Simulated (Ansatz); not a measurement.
Consider HfO₂ in the fluorite structure (space group Fm-3m, No. 225; a = 5.001 Å). Axes: x, y, z lie along the cube axes.

Level of theory: Ansatz (a first-principles code) LDA, no SOC.

Now apply this change: an isotropic linear strain of +2.00 %; the atoms relax in the strained cell.

Q: Predict the stress tensor and what it implies for the stiffness.

A: Stress of the strained cell less that of the base (GPa, compression positive):
```
 -14.79    0.00    0.00
   0.00  -14.79    0.00
   0.00    0.00  -14.79
```

Then B = −ΔP/(ΔV/V₀) with ΔV/V₀ = 0.0612 gives secant stiffness values (nonlinear terms included at this strain): B ≈ 242 GPa.

As a check, the harmonic strain energy −½ V₀ Δσ:ε is 29 meV/atom; the computed energy rise is 31 meV/atom.

Stability against distortions was not tested. This is not the structure that HfO2 has at room temperature and ambient pressure.
